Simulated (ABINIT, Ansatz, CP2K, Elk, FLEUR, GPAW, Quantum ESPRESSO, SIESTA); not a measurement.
## Code comparison for NaI (Fm-3m, 2 atoms in the cell)

Self-consistent single point, at a second geometry (lattice scaled by 0.98). First geometry:

```
CELL_PARAMETERS angstrom
      0.00000     3.23500     3.23500
      3.23500     0.00000     3.23500
      3.23500     3.23500     0.00000
ATOMIC_POSITIONS crystal
  Na 0.00000 0.00000 0.00000
  I  0.50000 0.50000 0.50000
```

Shared settings, as Ansatz (an electronic-structure program) writes them: kpoints.mp_grid.grid = 9 9 9; scf.occupations.method = fermi_dirac; scf.occupations.width = 0.05 eV. Potentials and cutoffs stand in the table.

```tsv
code	model	ΔF from the first geometry (meV/atom)	pressure (GPa)	gap on the mesh (eV)	cutoff
Quantum ESPRESSO	PBE, SSSP 1.1.2 efficiency (PBE) pseudopotentials	13.2	1.67	3.813	40 Ry
ABINIT	PBE, norm-conserving pseudopotentials (PseudoDojo nc-sr-05 PBE standard)	12.5	1.64	3.809	44 Ha
CP2K	PBE, GPW, DZVP-MOLOPT-SR-GTH basis, GTH-PBE potentials (GTH_POTENTIALS)	13.8	1.78	3.774	grid 950 Ry
Elk	PBE, all-electron FP-LAPW, Elk's shipped species files, APW+lo basis with extra local orbitals	12.9	–	3.793	rgkmax 7.5
FLEUR	PBE, all-electron FLAPW (FLEUR), scalar-relativistic valence	12.9	–	3.861	Kmax 3.8 1/bohr
GPAW	PBE, GPAW PAW datasets PBE (gpaw-data 1.0.1)	12.7	1.65	3.834	800 eV
Ansatz	PBE, default PAW files	12.5	1.62	3.819	420 eV
SIESTA	GGA PBE, numerical atomic orbitals DZP, PseudoDojo PBE standard norm-conserving potentials (rewritten from UPF to PSML)	5.6	1.17	4.029	grid 300 Ry
```

A dash marks a value that a program does not give, or that is left out as unsure.

Gaps are read on the mesh.

On Ansatz's run: spin-orbit coupling is off.

The spread over the programs that give each value: ΔF from the first geometry within 8.2 meV/atom; pressure within 0.61 GPa; gap on the mesh within 0.255 eV.

CP2K and SIESTA use small atom-centred bases, whose incompleteness enters pressures, forces and empty levels differently from a plane-wave cutoff. Elk and FLEUR treat all electrons, but the usual bases taken here (sphere radii, linearisation, local orbitals, empty states) were not tested for convergence, so the values are no reference for the others. Ansatz's pressure is given at a fixed set of plane waves, as the other plane-wave codes print theirs. In the gap, SIESTA (by 0.213) lies more than 0.12 eV from the median of the plane-wave programs.

The starting cell has typed, rounded lattice constants, without a prior relaxation at this level. For this run, on top of that: lattice scaled by 0.98.

Keys are those of Ansatz 0.2.
